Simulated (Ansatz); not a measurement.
Input and output of a relaxation of cell and atoms for NiPt (P4/mmm, 2 atoms in the cell) (Ansatz, a quantum-chemistry and plane-wave program).

Computed with PBEsol, default PAW files made with PBE (plane waves; Ansatz).

The change in words: atoms on their sites; basis.ecutwfc: 420 eV → 840 eV; relax: default → cell and atoms. Reference geometry:
```xyz
2
Lattice="2.6964 0.0000 0.0000 0.0000 2.6964 0.0000 0.0000 0.0000 3.5604" Properties=species:S:1:pos:R:3 pbc="T T T"
Ni     1.3482     1.3482     1.8302
Pt     0.0000     0.0000     0.0000
```
Moments meant for the start (each program seeds them in its own way; μB, in the order of the atoms Ni Pt): 2.0 1.0.

Reference input (self-consistent single point, DFT, PBEsol, plane waves, default PAW files made with PBE): basis.ecutwfc = 420 eV; kpoints.mp_grid.grid = 12 12 9; hamiltonian.xc = pbesol; hamiltonian.pseudopotentials = {kind: paw} (the program's default PAW files); magnetization.spin_polarized = true; scf.occupations.method = fermi_dirac; scf.occupations.width = 0.1 eV. This run's input differs from it in these lines:

Ansatz 0.2 input:
```diff
@@ -7,6 +7,6 @@
   atoms:
-    - { symbol: Ni, position: [0.500000, 0.500000, 0.514043], spin: 2.0 }
+    - { symbol: Ni, position: [0.500000, 0.500000, 0.500000], spin: 2.0 }
     - { symbol: Pt, position: [0.000000, 0.000000, 0.000000], spin: 1.0 }
 basis:
-  ecutwfc: 420.0
+  ecutwfc: 840.0
 kpoints:
@@ -20,2 +20,4 @@
   occupations: { method: fermi_dirac, width: 0.1 }
+relax:
+  cell: {}
 output:
```

Output, abridged:

```
   [... SCF lines of the steps left out ...]
relax step   1: F+E_penalty+E_count = -18189.01622266 eV  Δ(F+E_penalty+E_count) = +0.000e0 eV  max|allowed force component| = 6.311e-30 eV/Å  Δτ_max = 0.0000 Å  P = -2.125 GPa  Ω = 25.886 Å³  (16 SCF iters, dr2 threshold 1.00e-7 eV, accepted)
relax step   2: F+E_penalty+E_count = -18189.01818043 eV  Δ(F+E_penalty+E_count) = -1.958e-3 eV  max|allowed force component| = 1.578e-29 eV/Å  Δτ_max = 0.0000 Å  P = +0.685 GPa  Ω = 25.596 Å³  energy of the carried Pulay correction = +6.541e-6 eV  [...]
   [... lines left out ...]
relax step   4: F+E_penalty+E_count = -18189.01836930 eV  Δ(F+E_penalty+E_count) = -2.620e-5 eV  max|allowed force component| = 3.353e-30 eV/Å  Δτ_max = 0.0000 Å  P = -0.000 GPa  Ω = 25.671 Å³  energy of the carried Pulay correction = +4.831e-6 eV  [...]
relax step   5: F+E_penalty+E_count = -18189.01836425 eV  Δ(F+E_penalty+E_count) = +5.048e-6 eV  max|allowed force component| = 3.550e-30 eV/Å  Δτ_max = 0.0000 Å  P = -0.000 GPa  Ω = 25.671 Å³  stress off target by 5.21e-4 GPa  SCF on the basis [...]
basis re-selected at this cell: Δ(F+E_penalty+E_count) = +5.048e-6 eV, ΔP = -0.000 GPa vs the last step
the relaxation is at rest under the 16 symmetry operations that the run kept from its start: a minimum is not shown …
the relaxation's final electronic state is not compared with the one that a single-point calculation of its input finds at the relaxed geometry …
Magnetization: 0.8175 μB (18.4087 up, 17.5913 down)
   [... lines left out ...]
Absolute magnetization: 0.8805 μB (∫|ρ↑−ρ↓|, with the PAW one-centre terms)
Free energy (F): -18189.018364 eV
Fermi energy:    21.340146 eV
   [... lines left out ...]
to start a new deck from the relaxed geometry:
  cell:  # Å, volume = 25.6711 Å³
    - [2.6801426452862804, 1.0971870415063079e-35, 0.0]
    - [1.0971870415063079e-35, 2.6801426452862804, 0.0]
    - [0.0, 0.0, 3.5737885665827447]
  atoms:
    - { symbol: Ni, position: [0.5, 0.5, 0.5] }
    - { symbol: Pt, position: [3.8204528984333027e-85, -5.580174859914657e-37, 0.0] }
```

The run converged.  The full log also holds: “iter 8 did not close the SCF: its close was put off for a magnetic moment that had not settled (scf_convergence_deferred on its scf_iter line)”. The full log also holds: “iter 6 did not close the SCF: its close was put off for a magnetic moment that had not settled (scf_convergence_deferred on its scf_iter line)”.

Summary of the result:
- Free energy E − TS (on the zero of these files) = -18189.0184 eV
- Fermi level (on the code's own zero) = 21.34 eV
- Pressure = 0.00 GPa
- Size of the cell's spin moment = 0.82 μB
- Final cell = a = b = 2.6801 Å, c = 3.5738 Å, α = β = γ = 90.00°
- Final volume per atom = 12.84 Å³
- Relaxation steps = 5

The starting cell comes from a database of computed structures (which also holds hypothetical and non-ambient phases and stackings), without a prior relaxation at this level. Its lattice was rescaled by up to half a per cent. With one magnetic atom in the cell only a parallel order is possible. The relaxation keeps the symmetry of its start, so its end need not be a minimum. Ansatz's pressure includes its estimate of the finite-basis (Pulay) stress.

Cost on one core of a shared machine: roughly 2 min.
